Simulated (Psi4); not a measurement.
Psi4 1.11, TPSS/def2-svp: Mo(NH)(S)(Br)(OMe) (C[O][Mo](=[NH])(=[S])[Br]), 10 atoms. The geometry is a generated start, not checked to be a minimum at this level.

```yaml
task: energy
method: tpss
basis: def2-svp
memory: 3 GB
maxiter: 100
keys_of_the_molecule_block: symmetry c1
scf_type: df (default)
guess: auto, which took SAD (default)
scf_initial_accelerator: adiis (default)
e_convergence: 1e-06 (default)
d_convergence: 1e-06 (default)
dft_radial_points: 75 (default)
dft_spherical_points: 302 (default)
effective_core_potentials: those of the basis set, past Kr
basis_functions: 143
grid_points: 215638
```

```xyz
10

Mo    -1.1778     0.0761     0.1661
N     -1.9121    -1.3211    -0.5442
H     -2.2730    -2.2011    -0.8945
S     -1.6103     0.0611     2.2801
Br    -2.3517     1.9654    -0.6951
O      0.5377     0.3022    -0.0240
C      1.9186     0.2832    -0.0643
H      2.2726    -0.7519    -0.1897
H      2.2784     0.8906    -0.9083
H      2.3175     0.6953     0.8739
```

Charge 0 and multiplicity 1 are set for this test and not shown to be the ground state.

One run each on 2 threads. Values of diis_max_vecs tried: 3, 6, 10 (default), 20.

Problem. Which value of diis_max_vecs needs the fewest SCF iterations, and what happens away from it?

Solution. Fewest SCF iterations, within one of each other: 10 (default) with 13, 20 with 14. The count rises to 16 at 6. The run ends without SCF convergence in 100 iterations at 3.

```tsv
diis_max_vecs	SCF iterations	end
3	100	no convergence
6	16	same solution
10 (default)	13	same solution
20	14	same solution
```
